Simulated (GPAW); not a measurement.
**Worked example: self-consistent single point of Cu3Pd (Pm-3m, 4 atoms in the cell) in GPAW**

Level of theory: PBEsol, GPAW PAW datasets PBEsol (made by gpaw-setup) (plane waves; GPAW 25.7.0).

Input:

```python
from ase import Atoms
from ase.units import GPa
from gpaw import GPAW, PW, FermiDirac

atoms = Atoms(['Cu', 'Cu', 'Cu', 'Pd'],
              cell=[[3.685883, 0.000000, 0.000000],
                    [0.000000, 3.685883, 0.000000],
                    [0.000000, 0.000000, 3.685883]],
              scaled_positions=[[0.000000, 0.500000, 0.500000],
                                [0.500000, 0.000000, 0.500000],
                                [0.500000, 0.500000, 0.000000],
                                [0.000000, 0.000000, 0.000000]],
              pbc=True)

calc = GPAW(mode=PW(800),
            xc='PBEsol',
            kpts=(9, 9, 9),
            occupations=FermiDirac(0.05),
            nbands=-10,
            symmetry={'symmorphic': False, 'tolerance': 0.0005},
            maxiter=120)

atoms.calc = calc

energy = atoms.get_potential_energy()
print('Energy (eV):', round(energy, 6))
forces = atoms.get_forces()
print('Forces (eV/Ang):')
print(forces.round(5))
stress = atoms.get_stress()
print('Stress (GPa, Voigt):', (stress / GPa).round(4))
```

Log, with long lists cut:

```
Input parameters:
  kpts: [9 9 9]
  maxiter: 120
  mode: {ecut: 800.0,
         name: pw}
  nbands: -10
  occupations: {fixmagmom: False,
                name: fermi-dirac,
                width: 0.05}
  symmetry: {symmorphic: False,
             tolerance: 0.0005}
  xc: PBEsol

species:
  Cu:
    name: Copper
    Z: 29.0
    valence: 11
    core: 18
    charge: 0.0
    file: Cu.PBEsol.gz

    # Using partial waves for Cu as LCAO basis

  Pd:
    name: Palladium
    Z: 46.0
    valence: 16
    core: 30
    charge: 0.0
    file: Pd.PBEsol.gz

    # Using partial waves for Pd as LCAO basis

Reference energy: -272114.041656  # eV

Spin-paired calculation

Convergence criteria:
 Maximum [total energy] change in last 3 cyles: 0.0005 eV / valence electron
 Maximum integral of absolute [dens]ity change: 0.0001 electrons / valence electron
 Maximum integral of absolute [eigenst]ate change: 4e-08 eV^2 / valence electron
 Maximum number of scf [iter]ations: 120

Symmetries present (total): 48
Symmetries with fractional translations: 0
729 k-points: 9 x 9 x 9 Monkhorst-Pack grid
35 k-points in the irreducible part of the Brillouin zone
       k-points in crystal coordinates                weights
   0:     0.00000000    0.00000000    0.00000000          1/729
   1:     0.11111111    0.00000000    0.00000000          6/729
   2:     0.11111111    0.11111111    0.00000000         12/729
   [... 7 lines left out ...]
          ...
  34:     0.44444444    0.44444444    0.44444444          8/729

Wave functions: Plane wave expansion
  Cutoff energy: 800.000 eV
  Number of coefficients (min, max): 2539, 2601
  Pulay-stress correction: 0.000000 eV/Ang^3 (de/decut=0.000000)

Occupation numbers: Fermi-Dirac:
  width: 0.0500  # eV

Eigensolver

Densities:
  Coarse grid: 25*25*25 grid
  Fine grid: 50*50*50 grid
  Total Charge: 0.000000

Density mixing:
  Method: separate
  Backend: pulay
  Linear mixing parameter: 0.05
  old densities: 5
  Damping of long wavelength oscillations: 50

Hamiltonian:
  XC and Coulomb potentials evaluated on a 50*50*50 grid
  External potential:
    NoExternalPotential

XC parameters: PBEsol with 2 nearest neighbor stencil

Number of atoms: 4
Number of atomic orbitals: 39
Number of bands in calculation: 34
Number of valence electrons: 49
Bands to converge: occupied

Density initialized from atomic densities
  34 bands from LCAO basis set

Atomic positions and initial magnetic moments

Positions:
   0 Cu     0.000000    1.842942    1.842942    ( 0.0000,  0.0000,  0.0000)
   1 Cu     1.842942    0.000000    1.842942    ( 0.0000,  0.0000,  0.0000)
   2 Cu     1.842942    1.842942    0.000000    ( 0.0000,  0.0000,  0.0000)
   3 Pd     0.000000    0.000000    0.000000    ( 0.0000,  0.0000,  0.0000)

Unit cell:
           periodic     x           y           z      points  spacing
  1. axis:    yes    3.685883    0.000000    0.000000    25     0.1474
  2. axis:    yes    0.000000    3.685883    0.000000    25     0.1474
  3. axis:    yes    0.000000    0.000000    3.685883    25     0.1474

  Lengths:   3.685883   3.685883   3.685883
  Angles:   90.000000  90.000000  90.000000

Effective grid spacing dv^(1/3) = 0.1474

     iter     time        total  log10-change:
                         energy   eigst   dens
iter:   1 --:--:--   -22.096295
iter:   2 --:--:--   -20.638018   -1.51  -1.16
iter:   3 --:--:--   -17.947278   -0.67  -1.23
iter:   4 --:--:--   -17.876094   -3.03  -1.89
iter:   5 --:--:--   -18.148513   -1.67  -1.89
iter:   6 --:--:--   -17.882627   -1.85  -2.10
iter:   7 --:--:--   -17.766080   -2.44  -2.03
iter:   8 --:--:--   -17.768239   -3.88  -2.79
iter:   9 --:--:--   -17.769865c  -4.29  -2.75
iter:  10 --:--:--   -17.764581c  -3.74  -2.72
iter:  11 --:--:--   -17.764472c  -4.60  -3.42
iter:  12 --:--:--   -17.764643c  -5.06  -3.66
iter:  13 --:--:--   -17.764453c  -4.96  -3.35
iter:  14 --:--:--   -17.764462c  -5.73  -3.90
iter:  15 --:--:--   -17.764455c  -7.34  -4.07c
iter:  16 --:--:--   -17.764432c  -6.37  -4.24c
iter:  17 --:--:--   -17.764433c  -8.06c -4.37c

Converged after 17 iterations.

Dipole moment: (-0.000000, -0.000000, -0.000000) |e|*Ang

Energy contributions relative to reference atoms: (reference = -272114.041656)

Kinetic:        -45.057572
Potential:      +31.949960
External:        +0.000000
XC:              -4.767041
Entropy (-ST):   -0.012469
Local:           +0.116455
SIC:             +0.000000
--------------------------
Free energy:    -17.770667
Extrapolated:   -17.764433

Showing only first 2 kpts
 Kpt  Band  Eigenvalues  Occupancy
  0    22      7.77960    1.99944
  0    23      7.77960    1.99944
  0    24     10.23353    0.00000
  0    25     10.23353    0.00000

  1    22      7.52231    2.00000
  1    23      7.77651    1.99948
  1    24      9.49694    0.00000
  1    25     10.70361    0.00000

Fermi level: 8.18891

No gap
No difference between direct/indirect transitions
Energy (eV): -17.764433

Forces in eV/Ang:
  0 Cu    0.00000   -0.00000   -0.00000
  1 Cu   -0.00000    0.00000    0.00000
  2 Cu    0.00000    0.00000    0.00000
  3 Pd   -0.00000   -0.00000   -0.00000

Stress tensor:
     0.020384     0.000000     0.000000
     0.000000     0.020384     0.000000
     0.000000     0.000000     0.020384
Stress (GPa, Voigt): [3.2658 3.2658 3.2658 0.     0.     0.    ]
```

The run converged in 17 iterations. GPAW prints stress with tension positive.

The starting cell comes from a database of computed structures (which also holds hypothetical and non-ambient phases and stackings), without a prior relaxation at this level. Its lattice was rescaled by a random factor within 2.5 % of one. Spin polarisation is off. With a pressure of about -3 GPa the cell is away from its equilibrium volume at this level.

Cost on one core of a shared machine: roughly 30 s.
